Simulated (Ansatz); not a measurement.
CdSe under load (space group I-4m2), r2SCAN with spin-orbit coupling, rigid bands (Ansatz, a program for electronic structure). Condition of this run: biaxial stress xx = yy = 1 GPa (compression positive) (the target of the relaxation). Band gap 0.89 eV, N_c = 7.87e17 cm⁻³ and N_v = 9.75e18 cm⁻³ at 300 K, conductivity masses along x (a = (0.00, 3.00, 3.16) Å; b = (3.00, 0.00, 3.16) Å; c = (3.00, 3.00, 0.00) Å) of 0.102 mₑ (electrons) and 0.546 mₑ (holes). Take k_BT = 0.02585 eV.

**Question.** A film of it is 8 nm thick, with its normal along the direction named. Estimate the confinement energies in an infinite well.

**Answer.** ħ²π²/(2m t²) = 0.376 eV·nm²/(m/mₑ × t²) gives 57.6 meV for electrons and 10.8 meV for holes, so the gap would widen to about 0.96 eV. Finite barriers and nonparabolic bands lower this, and with several valleys or bands the heaviest mass along the normal sets the lowest level, not this average.

**Question.** What thermal injection velocity √(2k_BT/πm) limits a ballistic channel along the direction named?

**Answer.** 1.68e7 cm/s for electrons and 7.28e6 cm/s for holes, a ratio of √(m_h/m_e) = 2.31, for dilute carriers.

**Question.** Find the intrinsic carrier density and the intrinsic Fermi level.

**Answer.** n_i = √(N_c N_v) exp(−E_g/2k_BT) = 2.77e18 × exp(−17.21) = 9.3e10 cm⁻³. The level lies (k_BT/2) ln(N_v/N_c) = 33 meV from mid-gap (positive towards the conduction band). Each 0.1 eV added to the gap lowers n_i by a factor of 6.9.

Rigid bands with the computed gap; masses take one relaxation time for all states.
